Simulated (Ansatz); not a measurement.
The starting structures come from a database of crystals and need not be the phases stable at ambient conditions.

 Where the default PAW files enter, the runs use the earlier of Ansatz's two default sets.

By PBEsol, the system below comes out a metal.

The ballistic (Sharvin) conductance counts the channels at the Fermi level: G/A = (e²/h) × channels of both spins per area.

Consider the following.

```xyz
1
Lattice="3.3840 0.0000 0.0000 0.0000 4.5831 0.0000 1.6920 -2.2916 1.7755" Properties=species:S:1:pos:R:3 pbc="T T T"
Sn     0.0000     0.0000     0.0000
```

Space group of this cell: Immm. The cell is strained (lengths across the current scaled by 0.98, ions clamped); by PBEsol its mean pressure is -1.9 GPa.

The current flows along the normal of the first two printed cell vectors. No spin-orbit coupling; the value is a mean over 0.1 eV about the Fermi level.

Task: Compute, with PBEsol (Ansatz, a program for electronic structure), the ballistic conductance per area.

Result: 1.1 × 10¹⁵ S/m² for both spins.
